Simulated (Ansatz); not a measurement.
ZrTiO4 (P1, No. 1, 24 atoms in the cell; start mp-753891), treated with r²SCAN+SOC in Ansatz (PAW).

Numerical settings: plane-wave cutoff 560 eV, 8×6×4 k mesh (along the axes of the cell as run), Fermi–Dirac smearing 0.01 eV, PAW data made under PBE.

Cell (relaxed with PBEsol):

```yaml
crystal:
  lattice:
    - [4.90581, -0.04816, -0.02305]
    - [-0.06559, 5.34756, -0.23211]
    - [-0.35862, -0.47091, 9.94383]
  atoms:
    - { symbol: Zr, position: [0.04219, 0.72847, 0.89336] }
    - { symbol: Zr, position: [0.96382, 0.28770, 0.10996] }
    - { symbol: Zr, position: [0.02053, 0.70984, 0.39190] }
    - { symbol: Zr, position: [0.45220, 0.21249, 0.39634] }
    - { symbol: Ti, position: [0.99333, 0.30034, 0.62758] }
    - { symbol: Ti, position: [0.49125, 0.18904, 0.86977] }
    - { symbol: Ti, position: [0.51451, 0.82725, 0.13339] }
    - { symbol: Ti, position: [0.54328, 0.78577, 0.62466] }
    - { symbol: O, position: [0.25082, 0.58614, 0.04478] }
    - { symbol: O, position: [0.29095, 0.53721, 0.53607] }
    - { symbol: O, position: [0.19436, 0.40103, 0.28281] }
    - { symbol: O, position: [0.23144, 0.37551, 0.78656] }
    - { symbol: O, position: [0.33163, 0.87311, 0.77507] }
    - { symbol: O, position: [0.25566, 0.90507, 0.26984] }
    - { symbol: O, position: [0.19406, 0.03948, 0.53055] }
    - { symbol: O, position: [0.25564, 0.06995, 0.00679] }
    - { symbol: O, position: [0.67542, 0.88735, 0.46411] }
    - { symbol: O, position: [0.74399, 0.94631, 0.98541] }
    - { symbol: O, position: [0.72566, 0.12376, 0.71027] }
    - { symbol: O, position: [0.68282, 0.13340, 0.22514] }
    - { symbol: O, position: [0.76265, 0.62986, 0.20988] }
    - { symbol: O, position: [0.80320, 0.39734, 0.47239] }
    - { symbol: O, position: [0.75851, 0.42415, 0.94672] }
    - { symbol: O, position: [0.82207, 0.62942, 0.70666] }
```

**Question.** Estimate the band gap, smallest direct gap on the k points sampled and direct gap at Γ that the calculation returns.

**Answer.** 
* **band gap**: 3.18 eV
* **smallest direct gap on the k points sampled**: 3.19 eV
* **direct gap at Γ**: 3.21 eV

Note: cell and atoms aren't relaxed at this level (largest force component 0.09 eV/Å, pressure 2.7 GPa).

Computed values are for the static lattice.

Cost on a shared machine: very roughly 5 core-hours.

A start named mp-… is a Materials Project structure, which need not be a measured phase.

Ansatz is a first-principles code.
